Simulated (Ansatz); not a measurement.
**Response to strain in hypothetical Fddd WSi2**

The reference is WSi$_{2}$ (space group Fddd, No. 70; a = 4.5910 Å, b = 7.9481 Å, c = 8.9732 Å; a hypothetical phase, not in the database extracts checked). Axes: x, y, z lie along a, b, c of the conventional cell.

Strains are applied to the cell and any free atomic positions relax.

Levels (all Ansatz, a first-principles code, PAW): PBE (420 eV, no SOC); PBEsol (420 eV, scalar-relativistic without spin-orbit coupling).

The base cell above is that of PBE; each level relaxes its own structures.

Notes on the quantities. energy relative to the base: free energy F.

```json
[
 {"case": "isotropic strain −1.11 %", "energy relative to the base, PBE": "+11 meV/atom", "energy relative to the base, PBEsol": "+11 meV/atom"},
 {"case": "isotropic strain −0.82 %", "energy relative to the base, PBE": "+5.7 meV/atom", "energy relative to the base, PBEsol": "[?]"},
 {"case": "isotropic strain +5.28 %", "energy relative to the base, PBE": "+193 meV/atom", "energy relative to the base, PBEsol": "+0.202 eV/atom"},
 {"case": "tensor shear ε_xy = −0.93 %", "energy relative to the base, PBE": "+2.6 meV/atom", "energy relative to the base, PBEsol": "[?]"}
]
```

Q: What belongs in the blanks?

A: 
- isotropic strain −0.82 %, energy relative to the base, PBEsol: +6.0 meV/atom
- tensor shear ε_xy = −0.93 %, energy relative to the base, PBEsol: +2.7 meV/atom

The two levels differ by at most about 9.1 meV/atom. They put the cases in the same order.

Without a gap, meshes like the base's 13×13×13 leave anisotropic stresses uncertain by several tenths of a GPa, and small strain energies with them. Stability against distortions was not tested. The final runs are not spin-polarised.
